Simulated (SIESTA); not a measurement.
A self-consistent single point of RbCl (Fm-3m, 2 atoms in the cell) with SIESTA.

Computed with SIESTA with LDA PW92, numerical atomic orbitals DZP, PseudoDojo LDA standard norm-conserving potentials (rewritten from UPF to PSML).

```yaml
crystal:
  lattice:
    - [0.00000, 3.29000, 3.29000]
    - [3.29000, 0.00000, 3.29000]
    - [3.29000, 3.29000, 0.00000]
  atoms:
    - { symbol: Rb, position: [0.00000, 0.00000, 0.00000] }
    - { symbol: Cl, position: [0.50000, 0.50000, 0.50000] }
```

Reference input (self-consistent single point, DFT, GGA PBE, numerical atomic orbitals DZP, PseudoDojo PBE standard norm-conserving potentials (rewritten from UPF to PSML)): XC.functional = GGA; XC.authors = PBE; potentials = PseudoDojo PBE standard; PAO.BasisSize = DZP; PAO.EnergyShift = 0.01 Ry; MeshCutoff = 350 Ry; kgrid.MonkhorstPack = 9 9 9; OccupationFunction = FD; ElectronicTemperature = 0.05 eV; MaxSCFIterations = 150; SCF.Mixer.Method = Pulay; SCF.Mixer.Weight = 0.25. This run's input differs from it in these lines:

```diff
@@ -1,2 +1,2 @@
-# files in the folder: Rb.psml Cl.psml (PseudoDojo PBE standard)
+# files in the folder: Rb.psml Cl.psml (PseudoDojo LDA standard)
 SystemName  RbCl
@@ -22,4 +22,4 @@
 
-XC.functional                GGA
-XC.authors                   PBE
+XC.functional                LDA
+XC.authors                   PW92
 PAO.BasisSize                DZP
```

Output (repeated stretches shortened):

```
        iscf     Eharris(eV)        E_KS(eV)     FreeEng(eV)     dDmax    Ef(eV) dHmax(eV)
   scf:    1    -1188.882265    -1186.336902    -1186.336902  0.454000 -5.656335  2.386976
   scf:    2    -1186.573242    -1186.464955    -1186.464955  0.069211 -6.255492  1.486814
   scf:    3    -1186.546004    -1186.514552    -1186.514552  0.071366 -3.920893  0.413794
   scf:    4    -1186.521218    -1186.518465    -1186.518465  0.031313 -4.267657  0.032679
   scf:    5    -1186.509719    -1186.514823    -1186.514823  0.021805 -4.418472  0.331999
   scf:    6    -1186.520453    -1186.518490    -1186.518490  0.023816 -4.246887  0.001338
   scf:    7    -1186.518490    -1186.518490    -1186.518490  0.000022 -4.246896  0.001425
   scf:    8    -1186.518490    -1186.518490    -1186.518490  0.000108 -4.245719  0.000021
   scf:    9    -1186.518490    -1186.518490    -1186.518490  0.000001 -4.245731  0.000007
SCF Convergence by DM+H criterion
max |DM_out - DM_in|         :     0.0000009165
max |H_out - H_in|      (eV) :     0.0000073318
SCF cycle converged after 9 iterations

Using DM_out to compute the final energy and forces

siesta: E_KS(eV) =            -1186.5185

siesta: E_KS - E_eggbox =     -1186.5185

siesta: Atomic forces (eV/Ang):
     1    0.000000    0.000000    0.000000
     2   -0.000000   -0.000000   -0.000000
   Tot   -0.000000   -0.000000   -0.000000
   Max    0.000000
   Res    0.000000    sqrt( Sum f_i^2 / 3N )
   Max    0.000000    constrained

Stress tensor Voigt[x,y,z,yz,xz,xy] (kbar):       14.91       14.91       14.91        0.00        0.00        0.00
(Free)E + p*V (eV/cell)    -1187.1812
Target enthalpy (eV/cell)    -1186.5185

siesta: Program's energy decomposition (eV):
siesta: FreeEng =     -1186.518490

   [... lines left out ...]
siesta:     0.009305    0.000000    0.000000
siesta:     0.000000    0.009305    0.000000
siesta:     0.000000    0.000000    0.009305

siesta: Cell volume =         71.222578 Ang**3

siesta: Pressure (static):
siesta:                Solid            Molecule  Units
siesta:          -0.00010134         -0.00010134  Ry/Bohr**3
siesta:          -0.00930478         -0.00930478  eV/Ang**3
siesta:         -14.90790544        -14.90790541  kBar
```

The run converged in 9 iterations. Against the reference run the pressure goes from 1.13 to -1.49 GPa and the gap on the mesh goes from 4.828 to 4.360 eV.

The starting cell has typed, rounded lattice constants, without a prior relaxation at this level. Values carry the incompleteness of an atom-centred basis. The basis of the alkali or alkaline-earth atoms may lack their empty d shell, which can raise the gap.
